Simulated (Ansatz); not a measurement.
**NH2 on the 1x1 (110) surface of bcc Mo, one in a 2x2 cell, started at the site 'hollow Mo-Mo-Mo'**

Calculation: PBE (plane waves to 420 eV, PAW; Ansatz, a program for electronic structure).

Set-up: 19 atoms, 6.5 Å thick at the start under the adsorbate (thin: gaps and levels are the slab's own); mesh 6x6x1; 0.1 eV smearing; dipole correction on; 8 atoms held, the rest relaxed; no symmetry held; no spin, no spin-orbit, no U, no dispersion correction. At the end it is bonded to 2 Mo. In PBE it is, or lies within 0.03 eV of, the lowest of the starts that converged.

* **adsorption energy against NH3(g) − ½ H2(g)**: -0.97 eV
* **work function of the top face**: 3.41 eV
* **change of the work function**: -1.18 eV
* **change of the step from the bottom to the top vacuum level, against the clean slab**: -1.15 eV
* **energy released by relaxation**: 0.56 eV
* **height of the binding atom over the mean of the host atoms within 0.3 Å of the top one**: 1.764 Å
* **nearest host atoms of the binding atom**: Mo at 2.18 Å, Mo at 2.18 Å, Mo at 3.24 Å
* **largest move of a host atom**: 0.12 Å
* **note**: in the relaxation the adsorbate left its starting site by 1.0 Å
* **cost**: roughly 50 core-minutes

A negative adsorption energy means that the adsorbate is more stable on the surface than in its reference.
